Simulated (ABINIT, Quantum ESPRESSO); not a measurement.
A Quantum ESPRESSO input for a self-consistent single point of CdAg (R-3m, 2 atoms in the cell) (DFT, LDA (PZ), plane waves, GBRV 1.5 ultrasoft (LDA) pseudopotentials):

```fortran
&control
    calculation = 'scf'
    outdir = './tmp/'
    pseudo_dir = './'
    tprnfor = .true.
    tstress = .true.
/
&system
    ibrav = 5
    celldm(1) = 9.39454834
    celldm(4) = 0.8239278168
    nat = 2
    ntyp = 2
    ecutwfc = 40
    ecutrho = 320
    occupations = 'smearing'
    smearing = 'fd'
    degauss = 0.0036749
/
&electrons
    conv_thr = 1.0d-9
    mixing_beta = 0.5
/
ATOMIC_SPECIES
Cd   112.4140  cd_lda_v1.uspp.F.UPF
Ag   107.8682  ag_lda_v1.4.uspp.F.UPF
ATOMIC_POSITIONS alat
Cd    0.00000000    0.00000000    1.40921671
Ag    0.00000000    0.00000000    0.00000000
K_POINTS automatic
10 10 10  0 0 0
```

Q: Give the ABINIT input for the same structure, mesh, smearing and functional.

A: One input that does it (others would too):

```
# CdAg, JTH v2.0 LDA PAW
pp_dirpath "./"
pseudos "Cd.LDA_PW-JTH.xml, Ag.LDA_PW-JTH.xml"
acell 9.3945483386 9.3945483386 9.3945483386
rprim
         0.2967087656    0.1713048857    0.9394778042
        -0.2967087656    0.1713048857    0.9394778042
         0.0000000000   -0.3426097714    0.9394778042
natom 2
ntypat 2
znucl 48 47
typat 1 2
xcart
         0.0000000000   -0.0000000000    7.0057530000
         0.0000000000    0.0000000000    0.0000000000
      Angstrom
ecut 20
pawecutdg 40
pawxcdev 0
ixc 7
occopt 3
tsmear 0.05 eV
nband 17
kptopt 1
ngkpt 10 10 10
nshiftk 1
shiftk 0 0 0
nstep 80
tolvrs 1.0e-12
prtwf 0
prtden 0
enunit 2
```

Basis settings and potentials, where a program has them, do not carry over. This input uses DFT, LDA (PW92), plane waves, PAW (JTH v2.0 LDA PAW). LDA parametrisations can differ slightly between programs. Both were run: pressure -1.88 GPa in Quantum ESPRESSO and -1.21 in ABINIT.

On ABINIT: the starting cell comes from a database of computed structures (which also holds hypothetical and non-ambient phases and stackings), without a prior relaxation at this level. Its lattice was rescaled by a random factor within 2.5 % of one.

On Quantum ESPRESSO: the starting cell comes from a database of computed structures (which also holds hypothetical and non-ambient phases and stackings), without a prior relaxation at this level. Its lattice was rescaled by a random factor within 2.5 % of one.
